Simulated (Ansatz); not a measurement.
**A computed series for ZrB2: response to strain**

Take ZrB$_{2}$ (space group P6/mmm, No. 191; relaxed with 0.1 eV smearing) as the base.

```
CELL_PARAMETERS angstrom
      3.17143     0.00000     0.00000
     -1.58572     2.74654     0.00000
      0.00000     0.00000     3.54182
ATOMIC_POSITIONS crystal
  Zr 0.00000 0.00000 0.00000
  B  0.66667 0.33333 0.50000
  B  0.33333 0.66667 0.50000
```

Strains are applied to the cell and any free atomic positions relax.

Calculations: Ansatz (an electronic-structure program) PBE, scalar-relativistic without spin-orbit coupling.

Candidates:
(a) isotropic strain +1.50 %
(b) isotropic strain −2.00 %
(c) isotropic strain +3.00 %
(d) isotropic strain +0.50 %

Notes on the quantities. energy relative to the base: free energy F.

Q: Order them by energy relative to the base, highest first.

A: (c) isotropic strain +3.00 % (+57 meV/atom), (b) isotropic strain −2.00 % (+29 meV/atom), (a) isotropic strain +1.50 % (+15 meV/atom), (d) isotropic strain +0.50 % (+1.7 meV/atom)

Whether these cells are dynamically stable was not tested. All final runs are without spin polarisation.
